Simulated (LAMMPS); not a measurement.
MD of Si (diamond structure) at zero pressure, 216 atoms, as a crystal; each row is its own run.

Method: MD with a machine-learned potential, pair style snap, file Si_Zuo_JPCA2020.quadratic.snap (LAMMPS).

| T (K) | volume (Å³/atom) |
|---|---|
| 300 | 20.481 |
| 760 | 20.602 |
| 1770 | 20.773 |

Problem. Fit a straight line, y = a + b x, to these rows (x is the first column, y the second) and predict the run at x = 1010.

Solution. Least squares gives a = 20.436 and b = 0.0001938. At x = 1010 the fit predicts 20.632 Å³/atom. The run itself gave 20.671 ± 0.010 Å³/atom, so the fit is 0.19 % low.

Caution (row 1770): this crystal lies over the measured melting point of 1687 K, so it is superheated or the potential melts high.

Caution (row 1770): a run this short can hold a crystal over, or a liquid under, the potential's own melting point, which these runs don't give.
